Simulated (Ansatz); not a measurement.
The parent structure is TlBr in the CsCl type structure (space group Pm-3m, No. 221; a = 4.053 Å).

Calculations: PBE, PAW, 420 eV (Ansatz, a program for electronic structure; spin-orbit coupling left out).

For the base:

```
Quantity              Result
-------------------  -------
Lattice parameter a  4.053 Å
Band gap             1.99 eV
```

It is then changed as follows: cell and atoms relaxed at a pressure of 4.5 GPa.

Task: Estimate the effect on the lattice parameter a and band gap.

Result: The lattice parameter a drops by 0.203 Å, from 4.053 Å to 3.850 Å; the band gap decreases by 0.43 eV to 1.56 eV.

With Tl present, leaving out spin-orbit coupling can change the band edges. Load acts through the strain it causes; cell and atoms are relaxed under it. No phonon test of stability was made.
